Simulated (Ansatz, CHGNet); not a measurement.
For SiO2 (P4₁2₁2, No. 92), the machine-learned potential CHGNet-r²SCAN (trained on r²SCAN data) gives:

```
Item                  Result
-------------------  -------
lattice constant a   4.978 Å
lattice parameter c  6.913 Å
```

Task: What does r²SCAN-D4 (Ansatz, a first-principles code, PAW) give for the same quantities?

Result: 
- lattice constant a: 4.920 Å (drops by 1.2 %)
- lattice parameter c: 6.792 Å (shrinks by 1.8 %)

Changes are worked out from the printed values.

Unless a cell is named, each level is at its own relaxed cell (CHGNet-r²SCAN 14.27, r²SCAN-D4 13.70 Å³/atom).

Ansatz's density-functional and Hartree–Fock values are scalar-relativistic unless marked +SOC, with PAW data made under PBE.
